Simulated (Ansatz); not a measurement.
The reference is GaN (space group Pm-3n, No. 223; a hypothetical phase, not in the database extracts checked).

```yaml
crystal:
  lattice:
    - [5.51311, 0.00000, 0.00000]
    - [0.00000, 5.51311, 0.00000]
    - [0.00000, 0.00000, 5.51311]
  atoms:
    - { symbol: Ga, position: [0.25000, 0.00000, 0.50000] }
    - { symbol: Ga, position: [0.50000, 0.25000, 0.00000] }
    - { symbol: Ga, position: [0.50000, 0.75000, 0.00000] }
    - { symbol: Ga, position: [0.75000, 0.00000, 0.50000] }
    - { symbol: Ga, position: [0.00000, 0.50000, 0.75000] }
    - { symbol: Ga, position: [0.00000, 0.50000, 0.25000] }
    - { symbol: N, position: [0.25000, 0.50000, 0.00000] }
    - { symbol: N, position: [0.00000, 0.25000, 0.50000] }
    - { symbol: N, position: [0.00000, 0.75000, 0.50000] }
    - { symbol: N, position: [0.75000, 0.50000, 0.00000] }
    - { symbol: N, position: [0.50000, 0.00000, 0.75000] }
    - { symbol: N, position: [0.50000, 0.00000, 0.25000] }
```

Calculations: PBEsol (Ansatz, a program for electronic structure), no spin-orbit coupling.

One change was made to it. Results:

```tsv
quantity	base	after
volume per atom	13.96 Å³	13.90 Å³
electron mass	0.20 mₑ (at Γ)	0.20 mₑ (at Γ)
```

Q: Name the change that was made.
(A) pressure 5 GPa
(B) pressure 7.5 GPa
(C) pressure 0.7 GPa
(D) pressure 10 GPa

A: C, pressure 0.7 GPa. For comparison, the electron mass in the other runs: pressure 5 GPa gives 0.22 mₑ (at Γ); pressure 7.5 GPa gives 0.22 mₑ (at Γ); pressure 10 GPa gives 0.23 mₑ (at Γ).

The levels and masses belong to the bands next to the band gap. Load acts through the strain it causes; cell and atoms are relaxed under it. Effective masses come from finite differences of ±0.01 Å⁻¹. No phonon test of stability was made. No other phases were tried under pressure.
